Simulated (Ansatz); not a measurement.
The parent structure is Si in the diamond structure (space group Fd-3m, No. 227; a = 5.4443 Å). Axes: x, y, z lie along the cube axes.

Structures relaxed with r2SCAN, PAW, 500 eV (Ansatz, a program for electronic structure; scalar-relativistic without spin-orbit coupling).

Base:

Simulated powder pattern, Mo Kα, λ = 0.71073 Å (kinematic, ideal powder, no thermal factors, no anomalous dispersion; the 8 strongest lines at most, above 2 %, up to 2θ = 40°):

```tsv
2θ (°)	I/Imax (%)	hkl
12.98	100	(111)
21.28	75	(220)
25.01	47	(311)
30.27	13	(400)
33.06	20	(331)
37.30	27	(422)
39.65	14	(511)
```

Now apply this change: tensile biaxial strain of 1.67 % in the plane normal to [111], as in epitaxy on a mismatched substrate; the out-of-plane cell vector and the atoms relax.

**Question.** Where do the lines fall after the change?

**Answer.** 
Simulated powder pattern, Mo Kα, λ = 0.71073 Å (kinematic, ideal powder, no thermal factors, no anomalous dispersion; the 8 strongest lines at most, above 2 %, up to 2θ = 40°):

```csv
2θ (°),I/Imax (%),hkl
12.80,100,(1 1 -1)
13.07,33,(111)
20.92,51,(2 0 -2)
21.26,49,(220)
24.61,16,(1 1 -3)
24.75,32,(3 1 -1)
30.00,18,(400)
36.86,18,(4 2 -2)
```

The indices refer to the base's conventional cell; one index is shown for lines that coincide. The space group is now R-3m (No. 166).

Stability against distortions was not tested.
